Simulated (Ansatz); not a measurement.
Defect migration in bcc W: interstitial C, neutral cell. Calculation: PBE, PAW (plane waves to 420 eV; Ansatz, a program for electronic structure).

Settings: 36 host sites, the relaxed PBE lattice, a 2×2×3 k-point mesh shifted by half a step, smearing 0.10 eV, spin-restricted, no image-charge correction. Static, classical nuclei. Spin-orbit coupling is left out. Sites that were not tried may lie lower.

Barriers: single points on a 3×3×5 k-point mesh shifted by half a step at the bands' geometries.

The step: a concerted move, in which C travels most; the atom moves 1.59 Å along (0.00, 0.00, -0.50) of the unit cell; the moving atom starts with neighbours 2 W at 1.94, 4 W at 2.20 Å and ends with 2 W at 1.94, 4 W at 2.20 Å.

Task: What is the computed migration barrier of this step (PBE, PAW)?

Result: 1.55 eV, the same both ways. At the saddle the moving atom has neighbours 4 W at 1.99 Å. The saddle point's order was not checked, and it lies on a symmetry element of the cell, where a band can be held.
